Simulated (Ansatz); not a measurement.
Levels about the gap of amorphous Si$_{18}$Na$_{6}$Ca$_{3}$O$_{42}$ (69 atoms in a cell of 1018 Å³, 2.34 g/cm³; zone centre alone, so wide bands show as single levels with stretches between that a denser mesh fills), at the geometry that PBE relaxed, where it gives 0.0 GPa on a denser mesh. Exact exchange is cut at the faces of this small cell, which leaves a finite-size error. The participation number counts the atoms over which a state spreads; weights are charges in smoothed Voronoi cells. The levels come from a single point, so bond lengths are those of that geometry. Method of the levels: HSE06, scalar-relativistic without spin-orbit coupling (Ansatz, a quantum-chemistry and plane-wave program). Sampling: the zone centre alone; Fermi-Dirac width 0.02 eV; no spin polarisation. At PBE the levels at the filled edge of the gap are localised (band-tail or defect states), and the nearest spread-out levels lie 4.8 eV apart at the zone centre.

A CHGNet melt-quench gave the starting glass, which DFT then relaxed. O atoms were pushed apart under 1.9 Å during the dynamics, to hinder bonds among them. The hot cell started wider than the set density and was brought back towards it in steps. It is the lowest in DFT energy of 2 quenches. It is a model cell: composition and starting density were chosen by hand, and all elements were melted together. No dispersion term was used. Its density started from a set value of 2.41 and ended at 2.34 g/cm³. The simulated quench (nominally 260 K/ps over its main leg) is rapid and tends to freeze in more defects than a deposited or slowly cooled glass has. A cell of this size samples the disorder only roughly. Volume and shape were free in the relaxation.

```csv
"E - E(highest filled), eV",filling,participation number,largest on,weight O,weight Na,weight Si,weight Ca
-0.49,filled,4.6,"O, 4 neighbours",0.93,0.03,0.03,0.01
-0.34,filled,6.5,"O, 4 neighbours",0.93,0.03,0.03,0.01
-0.29,filled,4.3,"O, 2 neighbours",0.93,0.02,0.05,0.01
-0.23,filled,6.9,"O, 4 neighbours",0.94,0.02,0.04,0.01
-0.13,filled,4.5,"O, 2 neighbours",0.93,0.02,0.04,0.00
-0.09,filled,6.1,"O, 2 neighbours",0.93,0.02,0.04,0.01
0.00,filled,3.5,"O, 2 neighbours",0.93,0.01,0.05,0.00
5.20,empty,55.6,"Na, 3 neighbours",0.62,0.16,0.15,0.06
6.76,empty,27.5,"Na, 5 neighbours",0.55,0.26,0.10,0.10
6.94,empty,34.5,"Na, 3 neighbours",0.62,0.18,0.13,0.07
7.24,empty,29.4,"Ca, 5 neighbours",0.55,0.18,0.09,0.18
7.28,empty,35.0,"Ca, 6 neighbours",0.59,0.11,0.16,0.14
7.40,empty,39.6,"Na, 3 neighbours",0.56,0.19,0.12,0.13
7.43,empty,42.6,"O, 2 neighbours",0.59,0.12,0.19,0.10
```

Most localised among these is the filled level at +0.00 eV, on a O atom, which has 2 neighbours (Si 1.56 Å, Na 2.31 Å).
